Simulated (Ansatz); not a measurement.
Electronic density of states of amorphous Si$_{24}$O$_{47}$, density 2.20 g/cm³, on a 2×2×2 Γ-centred mesh with a Gaussian width of 0.1 eV; energies count from the Fermi level, whose place inside the gap is arbitrary. Cell and mesh are small, so fine structure isn't converged. The numbers are results of PBE, scalar-relativistic without spin-orbit coupling (plane waves to 420 eV, PAW; Ansatz, a program for electronic structure), not measurements. Sampling: a 2×2×2 Γ-centred mesh; Fermi-Dirac width 0.02 eV; no spin polarisation. The usual formal charges leave 2 electrons over, so the level spacing at the Fermi energy parts defect or band states and needn't be the band gap. At PBE the levels at both edges of the gap are localised (band-tail or defect states), and the nearest spread-out levels lie 5.5 eV apart at the zone centre.

A CHGNet melt-quench gave the starting glass, which DFT then relaxed. O atoms were pushed apart under 1.9 Å during the dynamics, to hinder bonds among them. The hot cell started wider than the set density and was brought back towards it in steps. It is the lowest in DFT energy of 4 quenches. It is a model cell: composition and starting density were chosen by hand, and all elements were melted together. No dispersion term was used. Its density started from a set value of 2.20 and ended at 2.20 g/cm³. Cooling (nominally 480 K/ps over its main leg) ran many orders faster than in experiment, which tends to leave more defects and strain. One small periodic cell is one sample of the glass; other quenches scatter about these values. The volume was held where the preparation left it, at a PBE pressure of 0.1 GPa. Stress components on the final sampling reach 2.1 GPa.

```
E - EF (eV)  states/(eV atom)
-----------  ----------------
-12.00                   0.16
-11.90                   0.14
-11.80                   0.14
-11.70                   0.20
-11.60                   0.20
-11.50                   0.19
-11.40                   0.16
-11.30                   0.18
-11.20                   0.17
-11.10                   0.21
-11.00                   0.22
-10.90                   0.22
-10.80                   0.23
-10.70                   0.17
-10.60                   0.17
-10.50                   0.21
-10.40                   0.22
-10.30                   0.20
-10.20                   0.15
-10.10                   0.19
-10.00                   0.21
-9.90                    0.19
-9.80                    0.19
-9.70                    0.19
-9.60                    0.17
-9.50                    0.15
-9.40                    0.19
-9.30                    0.21
-9.20                    0.25
-9.10                    0.28
-9.00                    0.32
-8.90                    0.44
-8.80                    0.64
-8.70                    0.73
-8.60                    0.70
-8.50                    0.64
-8.40                    0.59
-8.30                    0.53
-8.20                    0.55
-8.10                    0.55
-8.00                    0.37
-7.90                    0.37
-7.80                    0.29
-7.70                    0.09
-7.60                    0.12
-7.50                    0.12
-7.40                    0.06
-7.30                    0.20
-7.20                    0.33
-7.10                    0.22
-7.00                    0.09
-6.90                    0.17
-6.80                    0.34
-6.70                    0.43
-6.60                    0.39
-6.50                    0.40
-6.40                    0.39
-6.30                    0.46
-6.20                    0.58
-6.10                    0.65
-6.00                    0.68
-5.90                    0.68
-5.80                    0.70
-5.70                    0.74
-5.60                    0.78
-5.50                    0.76
-5.40                    0.78
-5.30                    0.90
-5.20                    0.95
-5.10                    0.95
-5.00                    0.94
-4.90                    0.93
-4.80                    0.82
-4.70                    0.81
-4.60                    0.91
-4.50                    0.90
-4.40                    0.93
-4.30                    1.01
-4.20                    0.90
-4.10                    0.81
-4.00                    0.79
-3.90                    0.80
-3.80                    0.80
-3.70                    0.77
-3.60                    0.65
-3.50                    0.44
-3.40                    0.26
-3.30                    0.11
-3.20                    0.01
-3.10                    0.00
-3.00                    0.00
-2.90                    0.00
-2.80                    0.00
-2.70                    0.00
-2.60                    0.00
-2.50                    0.00
-2.40                    0.00
-2.30                    0.00
-2.20                    0.00
-2.10                    0.01
-2.00                    0.08
-1.90                    0.14
-1.80                    0.05
-1.70                    0.00
-1.60                    0.00
-1.50                    0.00
-1.40                    0.00
-1.30                    0.00
-1.20                    0.00
-1.10                    0.00
-1.00                    0.00
-0.90                    0.00
-0.80                    0.00
-0.70                    0.00
-0.60                    0.00
-0.50                    0.00
-0.40                    0.00
-0.30                    0.00
-0.20                    0.00
-0.10                    0.00
0.00                     0.00
0.10                     0.00
0.20                     0.00
0.30                     0.00
0.40                     0.00
0.50                     0.00
0.60                     0.00
0.70                     0.00
0.80                     0.00
0.90                     0.00
1.00                     0.00
1.10                     0.00
1.20                     0.00
1.30                     0.00
1.40                     0.00
1.50                     0.00
1.60                     0.00
1.70                     0.00
1.80                     0.04
1.90                     0.14
2.00                     0.11
2.10                     0.03
2.20                     0.02
2.30                     0.04
2.40                     0.04
2.50                     0.06
2.60                     0.08
2.70                     0.09
2.80                     0.05
2.90                     0.06
3.00                     0.08
3.10                     0.10
3.20                     0.12
3.30                     0.10
3.40                     0.07
3.50                     0.08
3.60                     0.07
3.70                     0.08
3.80                     0.11
3.90                     0.11
4.00                     0.15
4.10                     0.20
4.20                     0.21
4.30                     0.18
4.40                     0.19
4.50                     0.27
4.60                     0.29
4.70                     0.20
4.80                     0.23
4.90                     0.32
5.00                     0.36
5.10                     0.38
5.20                     0.38
5.30                     0.44
5.40                     0.48
5.50                     0.49
5.60                     0.59
5.70                     0.64
```

The level spacing at the Fermi energy on this mesh is 3.78 eV; the broadening fills part of it in the curve.
